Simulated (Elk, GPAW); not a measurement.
An Elk input for a self-consistent single point of Mo3Os (Pm-3n, 8 atoms in the cell) (DFT, LDA (PW92), all-electron FP-LAPW, Elk's shipped species files, APW+lo basis with extra local orbitals):

```
tasks
  0

xctype
  3

tforce
  .true.

rgkmax
  8.0

gmaxvr
  18.0

lmaxapw
  10

lmaxo
  8

nxlo
  2

lorbcnd
  .true.

lradstp
  2

nrmtscf
  2.0

rmtscf
  0.85

lmaxi
  4

stype
  0

swidth
  0.00734986

avec
    9.2157483344    0.0000000000    0.0000000000
    0.0000000000    9.2157483344    0.0000000000
    0.0000000000    0.0000000000    9.2157483344

sppath
  './'

atoms
  2   : nspecies
  'Mo.in'   : spfname
  6   : natoms; atposl, bfcmt below
  0.2500000000  0.0000000000  0.5000000000    0.0 0.0 0.0
  0.7500000000  0.0000000000  0.5000000000    0.0 0.0 0.0
  0.5000000000  0.7500000000  0.0000000000    0.0 0.0 0.0
  0.5000000000  0.2500000000  0.0000000000    0.0 0.0 0.0
  0.0000000000  0.5000000000  0.7500000000    0.0 0.0 0.0
  0.0000000000  0.5000000000  0.2500000000    0.0 0.0 0.0
  'Os.in'   : spfname
  2   : natoms; atposl, bfcmt below
  0.0000000000  0.0000000000  0.0000000000    0.0 0.0 0.0
  0.5000000000  0.5000000000  0.5000000000    0.0 0.0 0.0

ngridk
  5 5 5
```

Question: Translate this input to GPAW.

Answer: This is the input that was run; spellings and numerical settings could be chosen otherwise.

```python
from ase import Atoms
from ase.units import GPa
from gpaw import GPAW, PW

atoms = Atoms(['Mo', 'Mo', 'Mo', 'Mo', 'Mo', 'Mo', 'Os', 'Os'],
              cell=[[4.876764, 0.000000, 0.000000],
                    [0.000000, 4.876764, 0.000000],
                    [0.000000, 0.000000, 4.876764]],
              positions=[[1.219191, 0.000000, 2.438382],
                         [3.657573, 0.000000, 2.438382],
                         [2.438382, 3.657573, 0.000000],
                         [2.438382, 1.219191, 0.000000],
                         [0.000000, 2.438382, 3.657573],
                         [0.000000, 2.438382, 1.219191],
                         [0.000000, 0.000000, 0.000000],
                         [2.438382, 2.438382, 2.438382]],
              pbc=True)

calc = GPAW(mode=PW(550),
            xc='LDA',
            kpts=(5, 5, 5),
            occupations={'name': 'methfessel-paxton', 'width': 0.2, 'order': 0},
            nbands=-16,
            convergence={'forces': 0.001},
            symmetry={'symmorphic': False, 'tolerance': 0.0005},
            maxiter=100,
            txt='-')

atoms.calc = calc

energy = atoms.get_potential_energy()
print('Energy (eV):', round(energy, 6))
forces = atoms.get_forces()
print('Forces (eV/Ang):')
print(forces.round(5))
stress = atoms.get_stress()
print('Stress (GPa, Voigt):', (stress / GPa).round(4))
```

Basis, cutoffs, solver keys and any potentials are the target program's own. This input uses DFT LDA (Perdew-Wang 92), plane waves, GPAW PAW datasets LDA (gpaw-data 1.0.1). LDA parametrisations can differ slightly between programs.

The starting cell comes from a database of computed structures (which also holds hypothetical and non-ambient phases and stackings), without a prior relaxation at this level. For this run, on top of that: lattice scaled by 0.98.
